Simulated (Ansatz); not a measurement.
Results of PBE0 in Ansatz (PAW) for AlOCl (Pmmn, No. 59; cell taken from a computed entry).

Run with plane-wave cutoff 500 eV, 8×6×4 k mesh (along the axes of the cell as run), gaussian smearing 0.02 eV, scalar-relativistic PAW data made under PBE.

Cell (relaxed with PBEsol):

```cif
data_Al2Cl2O2
_chemical_formula_sum 'Al2 Cl2 O2'
_space_group_name_H-M_alt 'Pmmn :1'
_space_group_IT_number 59
_space_group_name_Hall 'P 2 2ab -1ab'
_cell_length_a 3.13846
_cell_length_b 3.63817
_cell_length_c 8.29927
_cell_angle_alpha 90.000
_cell_angle_beta 90.000
_cell_angle_gamma 90.000
loop_
_space_group_symop_operation_xyz
  'x, y, z'
  '-x, -y, z'
  'x+1/2, -y+1/2, -z'
  '-x+1/2, y+1/2, -z'
  '-x+1/2, -y+1/2, -z'
  'x+1/2, y+1/2, -z'
  '-x, y, z'
  'x, -y, z'
loop_
_atom_site_label
_atom_site_type_symbol
_atom_site_symmetry_multiplicity
_atom_site_Wyckoff_symbol
_atom_site_fract_x
_atom_site_fract_y
_atom_site_fract_z
_atom_site_occupancy
Al1 Al 2 b 0.00000 0.50000 0.09915 1
Cl1 Cl 2 a 0.00000 0.00000 0.69877 1
O1 O 2 a 0.00000 0.00000 0.04670 1
```

Q: Give the computed band gap.

A: 
band gap: 8.08 eV (on the SCF k mesh)

Note: cell and atoms aren't relaxed at this level (pressure -0.8 GPa); the cell has widely spaced layers and the level no dispersion term, so their spacing and the moduli can rest on weak binding.

The result took roughly 12 core-minutes.

Ansatz is an electronic-structure program.
